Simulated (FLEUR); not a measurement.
Band structure of NbC (Fm-3m, 2 atoms in the cell).

```xyz
2
Lattice="0.0000 2.2540 2.2540 2.2540 0.0000 2.2540 2.2540 2.2540 0.0000" Properties=species:S:1:pos:R:3 pbc="T T T"
Nb     0.0000     0.0000     0.0000
C      2.2540     2.2540     2.2540
```

Method: PBEsol, all-electron FLAPW (FLEUR), scalar-relativistic valence.

Settings: Kmax = 4.2 1/bohr; GmaxXC = 16.8 1/bohr; xcFunctional = PBEs; jspins = 1; l_soc = F; mode = hist; fermiSmearingEnergy = 0.00367493 Htr; mesh (inpgen div1-3) = 17 17 17; inpgen gamma flag = false; Gmax = 16.8 1/bohr; numbands = 0; maxIterBroyd = 40; imix = Anderson; alpha = 0.05.

The starting cell comes from a database of computed structures (which also holds hypothetical and non-ambient phases and stackings), without a prior relaxation at this level. Spin polarisation is off. Values depend on the basis (sphere radii, cutoffs, local orbitals), which need not be converged.

Levels in eV from the Fermi level, bands 5 to 12:
```
point       5      6      7      8      9     10     11    12
-----  ------  -----  -----  -----  -----  -----  -----  ----
Γ      -13.32  -1.31  -1.31  -1.31  -0.21  -0.21  -0.21  0.30
X      -11.95  -4.10  -3.88  -1.32  -1.32   1.88   3.10  3.10
W      -11.17  -4.57  -4.36  -4.36   1.46   1.46   3.10  4.99
K      -11.26  -5.10  -4.21  -3.45  -0.34   2.37   3.29  5.40
L       -9.76  -7.46  -5.02  -5.02   2.03   2.03   3.42  5.62
U      -11.26  -5.10  -4.21  -3.45  -0.34   2.37   3.29  5.40
```
